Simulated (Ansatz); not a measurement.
Start from Mg3SiO in the anti-perovskite structure (space group Pm-3m, No. 221; a = 4.222 Å; a hypothetical phase, not in the database extracts checked). Axes: x, y, z lie along the cube axes.

The values are results of PBE, PAW, 420 eV (Ansatz, a quantum-chemistry and plane-wave program; no SOC), not measurements.

It is then changed as follows: the cell is scaled by 1.0214 in all directions; the atoms relax in the strained cell.

### Question
Predict the stress tensor and what it implies for the stiffness.

### Answer
Stress of the strained cell less that of the base (GPa, compression positive):
```
   -4.5     0.0     0.0
    0.0    -4.5     0.0
    0.0     0.0    -4.5
```

Then B = −ΔP/(ΔV/V₀) with ΔV/V₀ = 0.0656 gives secant stiffness values (nonlinear terms included at this strain): B ≈ 68 GPa.

As a check, the harmonic strain energy −½ V₀ Δσ:ε is 14 meV/atom; the computed energy rise is 15 meV/atom.

Stability against distortions was not tested. The final runs are not spin-polarised.
